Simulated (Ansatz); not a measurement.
Take BaF2 (space group P6_3/mmc, No. 194; a = 4.3577 Å, c = 5.9960 Å; a cell from a computed database, its experimental status unchecked) as the base.

Now apply this change: cell and atoms relaxed at a pressure of 7.5 GPa.

Levels (all Ansatz, a first-principles code, PAW): PBEsol (420 eV, no SOC); PBEsol+SOC (420 eV, with spin-orbit coupling).

The geometry is relaxed with PBEsol.

| Property | Value |
|---|---|
| PBEsol lowest conduction level above the VBM at special points | K 5.77 eV; Γ 6.59 eV; M 7.13 eV; H 7.89 eV |
| PBEsol valence-band top at Γ | 0.00, -0.37, -0.37 eV |
| PBEsol pressure | 7.49 GPa |

With PBEsol+SOC at the same geometry, the lowest conduction level above the VBM at special points goes from K 5.77 eV; Γ 6.59 eV; M 7.13 eV; H 7.89 eV to K 5.77 eV; Γ 6.56 eV; M 7.12 eV; H 7.88 eV; the valence-band top at Γ (three highest Kramers pairs, from the VBM) goes from 0.00, -0.37, -0.37 eV to 0.00, -0.28, -0.47 eV; the pressure hardly moves (7.49 GPa against 7.48 GPa).

Single points use the geometry relaxed with PBEsol. The spin-orbit shifts are approximate. The levels and masses belong to the bands next to the band gap. Load acts through the strain it causes; cell and atoms are relaxed under it. Stability against distortions was not tested. Competing high-pressure phases were not computed.
